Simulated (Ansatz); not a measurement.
Electronic density of states of amorphous Si₄₈Ge₂₄, density 3.24 g/cm³, on a 2×2×2 Γ-centred mesh with a Gaussian width of 0.1 eV; energies count from the Fermi level. Cell and mesh are small, so fine structure isn't converged. Level of theory: PBE, scalar-relativistic without spin-orbit coupling (plane waves to 420 eV, PAW; Ansatz, a quantum-chemistry and plane-wave program). Sampling: a 2×2×2 Γ-centred mesh; Fermi-Dirac width 0.05 eV; no spin polarisation. The levels at the Fermi energy are partly filled. A closed spacing in one fast-quenched cell at PBE doesn't show the material to be a metal.

It comes from a melt-quench run on a machine-learned potential (CHGNet), relaxed afterwards by DFT. The hot cell started wider than the set density and was brought back towards it in steps. It is the lowest in DFT energy of 4 quenches. It is a model cell: composition and starting density were chosen by hand, and all elements were melted together. No dispersion term was used. Its density started from a set value of 3.19 and ended at 3.24 g/cm³. The quench (nominally 100 K/ps over its main leg) was far faster than any real one, so the model tends to hold more defects than a real film. Values belong to this one cell and scatter from quench to quench. Volume and shape were free in the relaxation. On a 2×2×2 Γ-centred mesh force components of up to 0.19 eV/Å stay, since the relaxation ran on one k-point at (1/4, 1/4, 1/4).

| E - EF (eV) | states/(eV atom) |
|---|---|
| -12.00 | 0.03 |
| -11.90 | 0.06 |
| -11.80 | 0.10 |
| -11.70 | 0.16 |
| -11.60 | 0.16 |
| -11.50 | 0.13 |
| -11.40 | 0.12 |
| -11.30 | 0.15 |
| -11.20 | 0.19 |
| -11.10 | 0.22 |
| -11.00 | 0.26 |
| -10.90 | 0.24 |
| -10.80 | 0.24 |
| -10.70 | 0.22 |
| -10.60 | 0.22 |
| -10.50 | 0.21 |
| -10.40 | 0.22 |
| -10.30 | 0.26 |
| -10.20 | 0.30 |
| -10.10 | 0.29 |
| -10.00 | 0.27 |
| -9.90 | 0.30 |
| -9.80 | 0.31 |
| -9.70 | 0.30 |
| -9.60 | 0.25 |
| -9.50 | 0.22 |
| -9.40 | 0.29 |
| -9.30 | 0.33 |
| -9.20 | 0.29 |
| -9.10 | 0.28 |
| -9.00 | 0.27 |
| -8.90 | 0.27 |
| -8.80 | 0.32 |
| -8.70 | 0.34 |
| -8.60 | 0.33 |
| -8.50 | 0.31 |
| -8.40 | 0.27 |
| -8.30 | 0.26 |
| -8.20 | 0.29 |
| -8.10 | 0.31 |
| -8.00 | 0.31 |
| -7.90 | 0.31 |
| -7.80 | 0.27 |
| -7.70 | 0.28 |
| -7.60 | 0.29 |
| -7.50 | 0.26 |
| -7.40 | 0.23 |
| -7.30 | 0.26 |
| -7.20 | 0.28 |
| -7.10 | 0.29 |
| -7.00 | 0.23 |
| -6.90 | 0.19 |
| -6.80 | 0.19 |
| -6.70 | 0.25 |
| -6.60 | 0.26 |
| -6.50 | 0.22 |
| -6.40 | 0.21 |
| -6.30 | 0.26 |
| -6.20 | 0.28 |
| -6.10 | 0.25 |
| -6.00 | 0.24 |
| -5.90 | 0.29 |
| -5.80 | 0.32 |
| -5.70 | 0.26 |
| -5.60 | 0.22 |
| -5.50 | 0.28 |
| -5.40 | 0.28 |
| -5.30 | 0.25 |
| -5.20 | 0.28 |
| -5.10 | 0.26 |
| -5.00 | 0.25 |
| -4.90 | 0.28 |
| -4.80 | 0.26 |
| -4.70 | 0.25 |
| -4.60 | 0.24 |
| -4.50 | 0.22 |
| -4.40 | 0.23 |
| -4.30 | 0.28 |
| -4.20 | 0.28 |
| -4.10 | 0.28 |
| -4.00 | 0.34 |
| -3.90 | 0.40 |
| -3.80 | 0.42 |
| -3.70 | 0.39 |
| -3.60 | 0.39 |
| -3.50 | 0.43 |
| -3.40 | 0.49 |
| -3.30 | 0.49 |
| -3.20 | 0.51 |
| -3.10 | 0.49 |
| -3.00 | 0.50 |
| -2.90 | 0.51 |
| -2.80 | 0.53 |
| -2.70 | 0.54 |
| -2.60 | 0.59 |
| -2.50 | 0.58 |
| -2.40 | 0.52 |
| -2.30 | 0.54 |
| -2.20 | 0.60 |
| -2.10 | 0.60 |
| -2.00 | 0.59 |
| -1.90 | 0.60 |
| -1.80 | 0.62 |
| -1.70 | 0.60 |
| -1.60 | 0.57 |
| -1.50 | 0.63 |
| -1.40 | 0.66 |
| -1.30 | 0.59 |
| -1.20 | 0.55 |
| -1.10 | 0.57 |
| -1.00 | 0.53 |
| -0.90 | 0.53 |
| -0.80 | 0.52 |
| -0.70 | 0.46 |
| -0.60 | 0.42 |
| -0.50 | 0.42 |
| -0.40 | 0.37 |
| -0.30 | 0.32 |
| -0.20 | 0.30 |
| -0.10 | 0.26 |
| 0.00 | 0.16 |
| 0.10 | 0.10 |
| 0.20 | 0.07 |
| 0.30 | 0.03 |
| 0.40 | 0.05 |
| 0.50 | 0.11 |
| 0.60 | 0.15 |
| 0.70 | 0.20 |
| 0.80 | 0.22 |
| 0.90 | 0.28 |
| 1.00 | 0.33 |
| 1.10 | 0.37 |
| 1.20 | 0.37 |
| 1.30 | 0.36 |
| 1.40 | 0.37 |
| 1.50 | 0.48 |
| 1.60 | 0.54 |
| 1.70 | 0.49 |
| 1.80 | 0.52 |
| 1.90 | 0.54 |
| 2.00 | 0.52 |
| 2.10 | 0.53 |
| 2.20 | 0.57 |
| 2.30 | 0.59 |
| 2.40 | 0.59 |
| 2.50 | 0.57 |
| 2.60 | 0.58 |
| 2.70 | 0.59 |
